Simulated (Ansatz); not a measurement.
# Phonon-limited transport in LuAl₃ (Pm-3m)

```
CELL_PARAMETERS angstrom
      4.14622     0.00000     0.00000
      0.00000     4.14622     0.00000
      0.00000     0.00000     4.14622
ATOMIC_POSITIONS crystal
  Lu 0.00000 0.00000 0.00000
  Al 0.00000 0.50000 0.50000
  Al 0.50000 0.00000 0.50000
  Al 0.50000 0.50000 0.00000
```

Level of theory: PBEsol, DFPT electron-phonon coupling, linearised Boltzmann equation (plane waves, PAW, scalar-relativistic; Ansatz, a first-principles code). Geometry: relaxed with this functional, without spin-orbit coupling.

| Item | Result |
|---|---|
| resistivity at 300 K | 7.5 μΩ·cm |
| resistivity at 77 K | 0.71 μΩ·cm |
| electron mean free path at 300 K (weighted by the current that each state carries) | 18.5 nm |
| Drude plasma energy | 6.1 eV |
| Hall coefficient at 300 K | -22 ×10⁻¹¹ m³/C |

A metal at this level (no band gap). Only scattering by harmonic phonons is included (no impurities, grain boundaries, electron-electron scattering or thermal expansion). Spin-orbit coupling is left out, which matters with elements this heavy. The run warned that the eigensolver left some states short of its tolerance. Halving the electron mesh (20x20x20) moves the resistivity by up to 10 % at 300 K, the mean free path by up to 8 %. Smearing 0.20 eV; phonons on a 4x4x4 q mesh, which this run doesn't test and which matters most at low temperature.

Computed structure with no diffraction record at hand here (it may be known, metastable or hypothetical): LuAl3 (Pm-3m).
